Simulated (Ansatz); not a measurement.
Model glasses of amorphous SiO2, 74 to 77 atoms (Si24O48 before any change). Each row is one cell at a composition chosen by hand, melted whole on the CHGNet potential with the anions pushed apart under 1.9 Å, quenched within some picoseconds, far faster than a real film, and relaxed with PBE, scalar-relativistic without spin-orbit coupling (plane waves to 420 eV, PAW; Ansatz, a quantum-chemistry and plane-wave program). Each is the lower in DFT energy of 2 quenches. Cycles of charging and discharging were tried on the cells ahead of these points, and a cell that came back lower was taken. The column on the box says what of it was relaxed with the atoms; held means as the quench left it. Cells that kept moments or hold spare charge are left out, and those that charging annealed. So are cells far out in the fitted variable, so that no row sets the line alone.

From the neutral cell one electron is taken away, or one added, and the atoms relax (PBE, the zone centre alone, moment held at 1 μB, uniform background; no image-charge correction, which leaves W too low where the charge is localised). W = E(+1) + E(−1) − 2 E(0) is the cost of moving an electron from one such cell to another; the spacing parts the highest filled and lowest empty level of the neutral cell, which ran without spin polarisation.

Formal charges balance in every cell (each cation at its usual highest valence, Cu and Ag at +1, Sb at +3, H at +1, O at −2, N at −3, F and Cl at −1). R− and R+ are the energies that the atoms' relaxation gave back after the electron was added or removed.

| cell | change | box | spacing (eV) | R− (eV) | R+ (eV) | spacing − R− − R+ (eV) | W (eV) |
|---|---|---|---|---|---|---|---|
| Si24O49Cu2 | +2 Cu, +1 O | shape | 1.96 | 0.03 | 0.29 | 1.64 | 2.67 |
| Si24O49K2 | +2 K, +1 O | volume and shape | 2.73 | 0.01 | 0.48 | 2.24 | 3.34 |
| Si24O49Na2 | +2 Na, +1 O | volume and shape | 3.32 | 0.02 | 0.35 | 2.95 | 3.75 |
| Si24O49Ba | +1 Ba, +1 O | shape | 4.04 | 0.02 | 0.40 | 3.62 | withheld |
| Si24O49Ca | +1 Ca, +1 O | volume and shape | 4.14 | 0.03 | 0.32 | 3.79 | 4.46 |
| Si24O51B2 | +2 B, +3 O | shape | 4.99 | 0.55 | 0.19 | 4.25 | 4.44 |

Task: Fit a straight line of the last column on the one before it through the 5 full rows, and predict the withheld value for Si24O49Ba.

Result: Means: x = 2.974, y = 3.732. Slope = Σ(Δx Δy) / Σ(Δx²) = 3.2015 / 4.6129 = 0.694; intercept = 3.732 − (0.694) × 2.974 = 1.668 eV; r.m.s. residual 0.135 eV. Prediction: 1.668 + (0.694) × 3.62 = 4.18 eV. The run gave 4.31 eV, a miss of 0.13 eV, within the residual.

Task: What would a slope of 1 with no intercept mean?

Result: That adding and removing an electron at fixed atoms costs just the level spacing, as it does for levels spread over a large cell, so that W follows by bookkeeping. The fit has 0.694 and 1.668 eV; a departure holds the carrier's repulsion on its site, which raises W, and the uncorrected background, which lowers it.

In Si24O49K2 the spacing lies under 0.8 of the table's widest and a localised level on an atom of the host, not next to a guest, bounds it: there a defect of the quenched network is a likely cause.
